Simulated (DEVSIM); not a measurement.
**abrupt Si n-p junction**

System: abrupt Si n-p junction, at 300 K.

```tsv
layer (left to right)	material	thickness (μm)	Nd (cm⁻³)	Na (cm⁻³)	τn (s)	τp (s)
1	Si	28.0	1.2e17	-	2.4e-7	2.4e-7
2	Si	150	-	7e15	2.4e-7	2.4e-7
```

Left contact: ohmic. Right contact: ohmic. Voltage is applied to the left contact. Recombination: SRH at mid-gap, radiative. Mobility is μmin + (μ − μmin)/(1 + (N/Nref)^α).

The device is made up for the run: typed textbook-type constants, with dimensions and the other settings drawn at random. Values at 300 K.

```csv
parameter,Si
gap (eV),1.124
affinity (eV),4.05
permittivity,11.7
Nc (cm⁻³),2.86e19
Nv (cm⁻³),3.1e19
μn (cm²/Vs),1417
μp (cm²/Vs),470
"μn,min",52
"μp,min",45
"Nref,n",9.7e16
"Nref,p",2.2e17
αn,0.68
αp,0.72
B (cm³/s),4.7e-15
```

Simulated with DEVSIM: 1D drift-diffusion, Boltzmann statistics, complete ionisation; no tunnelling, impact ionisation, image-force lowering or self-heating.

```yaml
potential_step_across_the_device_at_zero_bias: 0.765 V
largest_field_in_the_device_at_zero_bias: 39000 V/cm
Dark forward voltage at 1 A/cm²: 0.651 V
Dark forward voltage at 100 A/cm²: 1.519 V
```

Dark reverse current:

```tsv
V (V)	J (A/cm²)
0.20	2.9e-8
0.50	5.7e-8
1.00	9.4e-8
1.50	1.2e-7
2.00	1.5e-7
3.00	2.0e-7
4.00	2.4e-7
5.00	2.7e-7
6.50	3.2e-7
8.00	3.6e-7
10.00	4.1e-7
```

Dark forward current:

(V (V), J (A/cm²)): (-0.05, -2.2e-8); (-0.15, -2.4e-7); (-0.20, -7.1e-7); (-0.30, -8.6e-6); (-0.40, -0.00021); (-0.45, -0.0013); (-0.55, -0.053); (-0.60, -0.29); (-0.70, -2.2); (-0.80, -5.9); (-0.85, -8.3); (-0.95, -15); (-1.05, -23); (-1.10, -28); (-1.20, -40); (-1.25, -47); (-1.35, -64); (-1.45, -84); (-1.50, -96); (-1.60, -120)
